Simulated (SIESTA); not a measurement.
Band structure of YBRh3 (Pm-3m, 5 atoms in the cell).

```xyz
5
Lattice="4.1788 0.0000 0.0000 0.0000 4.1788 0.0000 0.0000 0.0000 4.1788" Properties=species:S:1:pos:R:3 pbc="T T T"
Y      0.0000     0.0000     0.0000
B      2.0894     2.0894     2.0894
Rh     0.0000     2.0894     2.0894
Rh     2.0894     0.0000     2.0894
Rh     2.0894     2.0894     0.0000
```

Method: SIESTA 5.4.2 with GGA PBEsol, numerical atomic orbitals DZP, PseudoDojo PBEsol standard norm-conserving potentials (rewritten from UPF to PSML).

Settings: XC.functional = GGA; XC.authors = PBEsol; potentials = PseudoDojo PBEsol standard; PAO.BasisSize = DZP; PAO.EnergyShift = 0.01 Ry; MeshCutoff = 400 Ry; kgrid.MonkhorstPack = 7 7 7; OccupationFunction = MP; OccupationMPOrder = 0; ElectronicTemperature = 1578.21 K; MaxSCFIterations = 150; SCF.Mixer.Method = Pulay; SCF.Mixer.Weight = 0.2; SCF.Mixer.History = 6.

The starting cell comes from a database of computed structures (which also holds hypothetical and non-ambient phases and stackings), without a prior relaxation at this level. Spin polarisation is off. Values carry the incompleteness of an atom-centred basis.

Levels in eV from the Fermi level, bands 29 to 34:
```tsv
point	29	30	31	32	33	34
Γ	-0.59	-0.59	-0.59	0.26	0.26	0.26
X	-1.33	-1.12	-1.12	-0.70	0.26	1.86
M	-2.19	-1.35	-1.15	-0.82	-0.54	1.56
R	-1.23	0.12	0.12	0.12	1.58	1.58
```

Bands cross the Fermi level along this path, so the cell is metallic at this level.

Higher empty bands are left out: an atom-centred basis made for the valence describes them poorly.
